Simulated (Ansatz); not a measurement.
Problem. Name crystals whose resistivity at 300 K lies between 5.3 and 8.2 μΩ·cm and whose mean free path at 300 K lies between 13.9 and 22 nm, by Ansatz (a first-principles code) with PBEsol, DFPT electron-phonon coupling, linearised Boltzmann equation.

Solution. Many crystals can fit; among those computed here:
- ScB2 (P6/mmm): 7.7 μΩ·cm, 14.0 nm
- MgB$_{2}$ (P6/mmm): 5.8 μΩ·cm, 19.6 nm
- MgAu (Pm-3m): 5.7 μΩ·cm, 16.6 nm
- TaRh3 (Pm-3m): 8.1 μΩ·cm, 14.0 nm
- CuSn (P6_3/mmc): 5.7 μΩ·cm, 17.1 nm

Metals; harmonic phonons alone scatter; means over directions. The mean free path is weighted by the current that each state carries. Halving the electron mesh moves these values by up to 8 %; q meshes are mostly untested. Some of the runs warned that the eigensolver left states short of its tolerance. Spin-orbit coupling is left out.

Formula and space group known from diffraction (Crystallography Open Database), not checked to be the room-temperature form: CuSn (P6_3/mmc), MgAu (Pm-3m), ScB2 (P6/mmm), TaRh3 (Pm-3m). The missing spin-orbit coupling matters most for MgAu (Pm-3m), TaRh3 (Pm-3m).
